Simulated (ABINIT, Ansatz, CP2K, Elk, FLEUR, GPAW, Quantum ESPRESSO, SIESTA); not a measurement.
One structure in several programs: BaAlGe (P-6m2, 3 atoms in the cell)

Self-consistent single point, at a second geometry (lattice scaled by 0.98). First geometry:

```
CELL_PARAMETERS angstrom
      4.43750     0.00000     0.00000
     -2.21875     3.84298     0.00000
      0.00000     0.00000     5.32971
ATOMIC_POSITIONS crystal
  Ba 0.00000 0.00000 0.00000
  Al 0.66667 0.33333 0.50000
  Ge 0.33333 0.66667 0.50000
```

Shared settings, as Ansatz (a program for electronic structure) writes them: kpoints.mp_grid.grid = 6 6 4; scf.occupations.method = fermi_dirac; scf.occupations.width = 0.1 eV. Potentials and cutoffs stand in the table.

```tsv
code	model	ΔF from the first geometry (meV/atom)	pressure (GPa)	cutoff
FLEUR	PBEsol, all-electron FLAPW (FLEUR), scalar-relativistic valence	-27.0	–	Kmax 4.6 1/bohr
ABINIT	PBEsol, norm-conserving pseudopotentials (PseudoDojo nc-sr-04 PBEsol standard)	-29.2	-1.51	39 Ha
CP2K	PBEsol, GPW, DZVP-MOLOPT-SR-GTH basis, GTH-PBE potentials (GTH_POTENTIALS)	-13.2	0.10	grid 500 Ry
Elk	PBEsol, all-electron FP-LAPW, Elk's shipped species files, default APW+lo basis	-26.3	–	rgkmax 7
GPAW	PBEsol, GPAW PAW datasets PBEsol (made by gpaw-setup)	-26.0	-1.17	600 eV
Quantum ESPRESSO	PBEsol, GBRV 1.5 ultrasoft (PBESOL) pseudopotentials	-28.6	-1.48	50 Ry
SIESTA	GGA PBEsol, numerical atomic orbitals DZP, PseudoDojo PBEsol standard norm-conserving potentials (rewritten from UPF to PSML)	15.5	2.68	grid 400 Ry
Ansatz	PBEsol, PAW files made with PBE	-29.0	-1.50	default
```

A dash marks a value that a program does not give, or that is left out as unsure.

The spread over the programs that give each value: ΔF from the first geometry within 44.7 meV/atom; pressure within 4.19 GPa.

CP2K and SIESTA use small atom-centred bases, whose incompleteness enters pressures, forces and empty levels differently from a plane-wave cutoff. FLEUR and Elk treat all electrons, but the usual bases taken here (sphere radii, linearisation, local orbitals, empty states) were not tested for convergence, so the values are no reference for the others. Ansatz's pressure is given at a fixed set of plane waves, as the other plane-wave codes print theirs. In the pressure, CP2K (by 1.59) and SIESTA (by 4.17) lie more than 1 GPa from the median of the plane-wave programs.

The starting cell comes from a database of computed structures (which also holds hypothetical and non-ambient phases and stackings), without a prior relaxation at this level. Its lattice was rescaled by a random factor within 2.5 % of one. For this run, on top of that: lattice scaled by 0.98.

Keys are those of Ansatz 0.2.
